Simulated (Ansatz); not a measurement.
The starting structures come from a database of crystals and need not be the phases stable at ambient conditions.

The decay constant κ of evanescent states in the gap governs leakage through a thin film.

Data:

```
WYN3
1.0
    7.26072     0.00000     0.00000
    1.07125     7.18126     0.00000
    1.70165     1.46664     5.82062
Y W N
4 4 12
Direct
  0.70538   0.29462   0.75000
  0.29462   0.70538   0.25000
  0.08897   0.91103   0.75000
  0.91103   0.08897   0.25000
  0.38207   0.20001   0.23308
  0.61793   0.79999   0.76692
  0.79999   0.61793   0.26692
  0.20001   0.38207   0.73308
  0.62618   0.10756   0.15295
  0.37382   0.89244   0.84705
  0.89244   0.37382   0.34705
  0.10756   0.62618   0.65295
  0.35829   0.35769   0.44530
  0.64171   0.64231   0.55470
  0.64231   0.64171   0.05470
  0.35769   0.35829   0.94530
  0.00122   0.22080   0.84691
  0.99878   0.77920   0.15309
  0.77920   0.99878   0.65309
  0.22080   0.00122   0.34691
```

Space group of this cell: C2/c. The cell is taken as given; by PBEsol its mean pressure is -2.8 GPa.

Transport runs along the normal of the first two printed cell vectors.

The gap is the functional's own, uncorrected, and κ follows it; spin-orbit coupling is left out. Mid-gap values are interpolated between the computed energies.

Question: Compute, with PBEsol (Ansatz, an electronic-structure program), the band gap and the smallest decay constant κ at mid-gap.

Answer: Gap 2.36 eV on a 6×6×6 mesh; κ = 0.268 1/Å, at the zone centre.
